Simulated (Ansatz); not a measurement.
The structure below was relaxed with DFT with PBEsol, PAW potentials and a 420 eV plane-wave cutoff in Ansatz (a first-principles code), no SOC.

Space group Fm-3m (No. 225); a = b = c = 6.4439 Å, α = β = γ = 90.00°

```tsv
atom	site	symmetry	x	y	z
As	4a	m-3m	0.0000	0.0000	0.0000
Mg	8c	-43m	0.2500	0.2500	0.2500
```

Question: Write out a cell with all atoms.

Answer: 
```xyz
12
Lattice="6.4439 0.0000 0.0000 0.0000 6.4439 0.0000 0.0000 0.0000 6.4439" Properties=species:S:1:pos:R:3 pbc="T T T"
As     0.0000     0.0000     0.0000
Mg     1.6110     4.8329     4.8329
Mg     1.6110     1.6110     4.8329
As     0.0000     3.2219     3.2219
Mg     1.6110     1.6110     1.6110
Mg     1.6110     4.8329     1.6110
As     3.2219     0.0000     3.2219
Mg     4.8329     4.8329     1.6110
Mg     4.8329     1.6110     1.6110
As     3.2219     3.2219     0.0000
Mg     4.8329     1.6110     4.8329
Mg     4.8329     4.8329     4.8329
```
This is the conventional cell.

Whether these cells are dynamically stable was not tested. All final runs are without spin polarisation. An odd electron count without spin: Mg2As. The cell was made from Mg2Ge by this change: Ge → As; the result is a hypothetical phase, not in the database extracts checked.
